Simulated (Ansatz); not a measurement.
Band structure of PbTe (Fm-3m, 2 atoms in the cell).

```
CELL_PARAMETERS angstrom
      0.00000     3.23000     3.23000
      3.23000     0.00000     3.23000
      3.23000     3.23000     0.00000
ATOMIC_POSITIONS crystal
  Te 0.50000 0.50000 0.50000
  Pb 0.00000 0.00000 0.00000
```

Method: PBE (plane waves, PAW; Ansatz, a first-principles code).

Settings: basis.ecutwfc = 420 eV; kpoints.mp_grid.grid = 9 9 9; hamiltonian.xc = pbe; hamiltonian.pseudopotentials = {kind: paw} (the program's default PAW files); scf.occupations.method = fermi_dirac; scf.occupations.width = 0.01 eV; kpoints.band_path.npoints = 8.

The starting cell has typed, rounded lattice constants, without a prior relaxation at this level. Spin-orbit coupling is off.

### Question
Predict the gap along the standard path and the places of the band edges.

### Answer
The gap along the path is 0.73 eV, direct at L to within 0.01 eV.

Levels in eV from the top of the valence band on the path, bands 12 to 18:
```
point     12     13     14     15    16    17    18
-----  -----  -----  -----  -----  ----  ----  ----
Γ      -5.59  -1.36  -1.36  -1.36  4.07  4.07  4.07
X      -7.29  -4.51  -2.81  -2.81  3.29  5.47  5.47
W      -7.98  -3.80  -3.80  -0.37  1.67  5.22  5.22
K      -7.96  -4.13  -2.31  -2.09  3.57  3.78  5.13
L      -8.59  -0.90  -0.90   0.00  0.73  1.27  1.27
U      -7.96  -4.13  -2.31  -2.09  3.57  3.78  5.13
```

Keys are those of Ansatz 0.2.
